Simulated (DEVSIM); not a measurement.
Device: Schottky contact on p-type Ge, at 300 K.

Layer 1 from the left is Ge, thickness (μm) 1.30, Na (cm⁻³) 1.3e17, τn (s) 0.00078, τp (s) 0.00078. Layer 2 from the left is Ge, thickness (μm) 1.00, Na (cm⁻³) 2e18, τn (s) 0.00078, τp (s) 0.00078.

Left contact: Schottky, work function 4.204 eV, emission velocity 1.6e6 cm/s. Right contact: ohmic. Voltage is applied to the left contact. Recombination: SRH at mid-gap, radiative, Auger. Mobility is μmin + (μ − μmin)/(1 + (N/Nref)^α).

The device is made up for the run: typed textbook-type constants, with dimensions and the other settings drawn at random. Values at 300 K.

Ge: gap (eV) 0.664, affinity (eV) 4, permittivity 16, Nc (cm⁻³) 1.04e19, Nv (cm⁻³) 6e18, μn (cm²/Vs) 3900, μp (cm²/Vs) 1900, μn,min 150, μp,min 100, Nref,n 2.6e17, Nref,p 4e17, αn 0.56, αp 0.6, B (cm³/s) 6.4e-14, Cn (cm⁶/s) 1e-31, Cp (cm⁶/s) 1e-31.

Model (solved in DEVSIM): 1D drift-diffusion, Boltzmann statistics, complete ionisation; no tunnelling, impact ionisation, image-force lowering or self-heating. Metal contacts follow the ideal Schottky-Mott rule: no Fermi-level pinning, no interface dipoles.

Problem. What does the simulation give for the dark forward voltage at 100 A/cm², the dark forward voltage at 1 A/cm²?

Solution. dark forward voltage at 100 A/cm² 0.212 V; dark forward voltage at 1 A/cm² 0.093 V.
